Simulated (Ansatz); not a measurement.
CoCl2 (R-3m, No. 166), treated with r²SCAN-D4 in Ansatz (PAW).

Numerical settings: plane-wave cutoff 500 eV, 14×14×14 k mesh, gaussian smearing 0.02 eV, spin-polarised start, scalar-relativistic PAW data made under PBE.

Cell (relaxed at this level):

```xyz
3
Lattice="1.7677 1.0206 5.7759 -1.7677 1.0206 5.7759 0.0000 -2.0411 5.7759" Properties=species:S:1:pos:R:3 pbc="T T T"
Co     0.0000     0.0000     0.0000
Cl     0.0000     0.0000    12.8725
Cl     0.0000     0.0000     4.4553
```

**Question.** Give the computed band gap.

**Answer.** 
* **band gap**: 1.53 eV (on the SCF k mesh)

Note: the magnetic order was assumed, not searched for or taken from measurement; a magnet's gap depends somewhat on the PAW data.

Static lattice: no zero-point or thermal effects.

Cost on a shared machine: around 9 core-minutes (rough).

Ansatz is a first-principles code.
